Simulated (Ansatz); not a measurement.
On SiC-3C (001, Si face) the hole barrier is 0.93 eV under HfN-rs (001) and 1.15 eV under Mo (001).

Plane-wave PAW runs of Ansatz (a quantum-chemistry and plane-wave program) at PBE, 420 eV, without spin–orbit coupling and spin-polarised for magnetic metals alone: periodic stacks cut from bulk faces, the metal strained to the host, one local minimum each, barriers from the potential line-up.

Q: By thermionic emission alone, how do the saturation currents of the two p-type contacts compare at 300 K (kT = 25.85 meV)?

A: J0 = A* T² exp(−φ/kT) with one A* for the host, so the ratio is exp[(1.15 − 0.93) / 0.02585] = exp(8.5), about 10^3.7 in favour of HfN-rs. An error of 0.1 eV in either barrier moves this by a factor of about 50, and tunnelling and image lowering are left out.
